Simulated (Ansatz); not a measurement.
The reference is Rb in the bcc (W type) structure (space group Im-3m, No. 229).

```
Rb
1.0
   -2.78754     2.78754     2.78754
    2.78754    -2.78754     2.78754
    2.78754     2.78754    -2.78754
Rb
1
Direct
  0.00000   0.00000   0.00000
```

The other end (x = 1) is Sr in the bcc (W type) structure (space group Im-3m, No. 229; a model cell): 51.05 Å³/atom, gap zero; this end may not be an ambient phase.

Level of theory: PBEsol, PAW, 420 eV (Ansatz, an electronic-structure program; no spin-orbit coupling).

Sr replaces a fraction x of Rb; each row is one arrangement (x, atoms in the cell, starting space group or random), fully relaxed.

One change was made to it. Results:

```json
[
 {"quantity": "mixing energy (to 0.01 eV only: unlike meshes or grids)", "base": "–", "after": "+0.12 eV/atom"},
 {"quantity": "deviation of the volume from the linear (Vegard-type) interpolation", "base": "–", "after": "-4.9 %"},
 {"quantity": "band gap", "base": "zero", "after": "zero"}
]
```

**Question.** Which change produced these results?
(A) x(Sr) = 0.5, 4 atoms, Cmme
(B) x(Sr) = 0.333, 3 atoms, I4/mmm
(C) x(Sr) = 0.75, 4 atoms, P4/mmm (arrangement A)

**Answer.** B, x(Sr) = 0.333, 3 atoms, I4/mmm. For comparison, the deviation of the volume from the linear in the other runs: x(Sr) = 0.5, 4 atoms, Cmme gives -6.0 %; x(Sr) = 0.75, 4 atoms, P4/mmm (arrangement A) gives -2.8 %.

These are small ordered cells, not random alloys; other orderings at the same x differ. Whether these cells are dynamically stable was not tested. The final runs are not spin-polarised. An odd electron count without spin: RbSr3. Under x(Sr) = 0.333, 3 atoms, I4/mmm and x(Sr) = 0.75, 4 atoms, P4/mmm the cell changed shape so far that it is another structure. This is not the structure that Sr has at room temperature and ambient pressure.
